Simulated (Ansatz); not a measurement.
# A computed series for Al: pressure series

The parent structure is Al in the fcc (Cu type) structure (space group Fm-3m, No. 225).

```cif
data_Al
_chemical_formula_sum 'Al1'
_space_group_name_H-M_alt 'P 1'
_space_group_IT_number 1
_cell_length_a 2.85705
_cell_length_b 2.85705
_cell_length_c 2.85705
_cell_angle_alpha 60.000
_cell_angle_beta 60.000
_cell_angle_gamma 60.000
loop_
_space_group_symop_operation_xyz
  'x, y, z'
loop_
_atom_site_label
_atom_site_type_symbol
_atom_site_fract_x
_atom_site_fract_y
_atom_site_fract_z
_atom_site_occupancy
Al1 Al 0.00000 0.00000 0.00000 1
```

Cell and atoms are relaxed at each pressure.

All numbers come from plane-wave PAW DFT at the PBE level (Ansatz, an electronic-structure program, 420 eV), no spin-orbit coupling.

```
pressure (GPa)  volume per atom (Å³/atom)
--------------  -------------------------
-2                                 16.956
-1                                 16.713
0                                  16.491
0.9                                     ?
4.5                                15.653
9                                  15.006
15                                 14.325
22.5                               13.647
30                                 13.096
```

Q: Fit the third-order Birch–Murnaghan form P(V) = (3B₀/2)[(V₀/V)^(7/3) − (V₀/V)^(5/3)]·[1 + (3/4)(B₀′ − 4)((V₀/V)^(2/3) − 1)] (squares taken in P) to the rows shown and predict the withheld row.

A: Least squares on the printed values gives V₀ = 16.491 Å³/atom, B₀ = 77.4 GPa, B₀′ = 4.5; this predicts 16.305 Å³/atom, and the run gives 16.305 Å³/atom, in agreement.

Measured bulk modulus of Al: 80.8 GPa (static lattice; corrected from measurement; as listed in H. Levämäki et al., Physical Review B (2014)); the computed value is 4 % below it.

Load acts through the strain it causes; cell and atoms are relaxed under it. Whether these cells are dynamically stable was not tested. Competing high-pressure phases were not computed.
